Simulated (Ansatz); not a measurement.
# Point defect Sb on the Si site (Sb_Si) in 4H silicon carbide

The numbers are results of PBE, PAW (plane waves to 420 eV; Ansatz, a program for electronic structure), not measurements. The supercell holds 96 host sites (3×2×1 repeats of the unit cell), with a 2×2×2 shifted k-point sampling for the final energies. Site at the start: the Si(k) site. Finite-size correction: monopole term and site-potential alignment. Dielectric constants: PBE linear response of the host. Host gap at this level: 2.23 eV. A cell of this size leaves errors of a few tenths of an eV. PBE underestimates the host's gap, which shifts levels and can delocalise carriers. Spin–orbit coupling is left out, which matters for these heavy elements. Each state is the lowest found from its start.

| charge | moment (μB) | largest move off a lattice site (Å) | image correction with alignment (eV) |
|---|---|---|---|
| +1 | not spin-polarised | 0.18 | 0.39 |
| 0* | quenched | 0.19 | – |
| −1† | not spin-polarised | 0.20 | -0.12 |

* At this level the carrier isn't localised at the defect: at charge 0 electrons occupy the conduction band. Such a state is shallow or no state of the defect, and this cell gives it no level.

† Not settled in this cell, so no level is given: charge −1: carriers not clearly localised, level within 0.1 eV of a band edge or past it.

Starting moments that weren't kept: charge 0 began with 1 μB and ended with 0.0.

No other site or start that was run ended lower by more than 0.1 eV.

Flagged in the runs: a doubtful potential alignment, a host whose relaxation on this sampling wasn't shown to rest.
